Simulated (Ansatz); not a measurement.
Cost and result by functional for the ionisation potential of the (111) surface of rutile SnO2 in its 1x1 cell (cut with top plane Sn, bottom plane Sn), relaxed from an ideal cut (the real face may reconstruct), outermost plane spacing 0.91 Å in the ideal cut, with 1 Sn a cell over the bulk's ratio, in Ansatz (plane waves, PAW). Single points on the PBE structure, on one kind of machine; costs are rough ratios of the slab run's core time (references not counted) to the cheapest single point. r2SCAN's cost holds its higher cutoff (500 against 420 eV). Differences are taken against HSE06 for comparison alone: no measured value is at hand, so the table doesn't rank accuracy. HSE06 ran on a coarser k-mesh, which lowers its cost and carries part of its shift.

Slab: 31 atoms, O20Sn11, 11.7 Å thick at the start; k 5x5x1, smearing 0.025 eV, dipole-corrected; all atoms relaxed; start symmetry kept, larger cells not searched; no spin, no spin-orbit, no U. These notes are the PBE run's.

| functional | relative cost | ionisation potential (eV) | less HSE06 (eV) |
|---|---|---|---|
| RPBE | 1 | 5.96 | -1.42 |
| LDA | 1 | 6.27 | -1.12 |
| PBEsol | 1 | 6.06 | -1.32 |
| r2SCAN | 2 | 6.56 | -0.82 |
| HSE06 | 10 | 7.38 | 0.00 |
| PBE (the relaxed run's value) | – | 6.04 | -1.34 |

The values span 1.42 eV, while the single points' costs differ by a factor of roughly 10. Differences are of unrounded values.

Ansatz is an electronic-structure program.
